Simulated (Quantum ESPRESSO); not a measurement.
Input and output of a self-consistent single point for CuAu (P4mm, 2 atoms in the cell) (Quantum ESPRESSO).

Method: PBEsol, GBRV 1.5 ultrasoft (PBESOL) pseudopotentials (plane waves; Quantum ESPRESSO 7.5).

```yaml
crystal:
  lattice:
    - [2.81400, 0.00000, 0.00000]
    - [0.00000, 2.81400, 0.00000]
    - [0.00000, 0.00000, 3.68835]
  atoms:
    - { symbol: Cu, position: [0.00000, 0.00000, 0.01356] }
    - { symbol: Au, position: [0.50000, 0.50000, 0.50000] }
```

Reference input (self-consistent single point, DFT, PBEsol, plane waves, GBRV 1.5 ultrasoft (PBESOL) pseudopotentials): ecutwfc = 50 Ry; ecutrho = 400 Ry; occupations = smearing; smearing = fd; degauss = 0.0073499 Ry; potentials = {Cu: cu_pbesol_v1.2.uspp.F.UPF, Au: au_pbesol_v1.uspp.F.UPF}; K_POINTS = automatic 6 6 5 0 0 0; conv_thr = 1e-11 Ry; mixing_beta = 0.7. This run's input differs from it in these lines:

```diff
@@ -18,2 +18,3 @@
   degauss = 0.0073499,
+  nbnd = 15,
 /
```

Output, abridged:

```
     Self-consistent Calculation

     iteration #  1     ecut=    50.00 Ry     beta= 0.70

---- Real-time Memory Report at c_bands before calling an iterative solver
           201 MiB given to the printing process from OS
            35 MiB allocation reported by mallinfo(arena+hblkhd)
------------------

 %%%%%%%%%%%%%%%%%%%%%%%%%%%%%%%%%%%%%%%%%%%%%%%%%%%%%%%%%%%%%%%%%%%%%%%%%%%%%%
     Error in routine efermig (1):
     internal error, cannot bracket Ef
 %%%%%%%%%%%%%%%%%%%%%%%%%%%%%%%%%%%%%%%%%%%%%%%%%%%%%%%%%%%%%%%%%%%%%%%%%%%%%%

     stopping ...
```

The program stopped with an error at about iteration 1. 

The starting cell has typed, rounded lattice constants, without a prior relaxation at this level. Its lattice was rescaled by up to half a per cent. One atom was moved a little off its site on purpose.
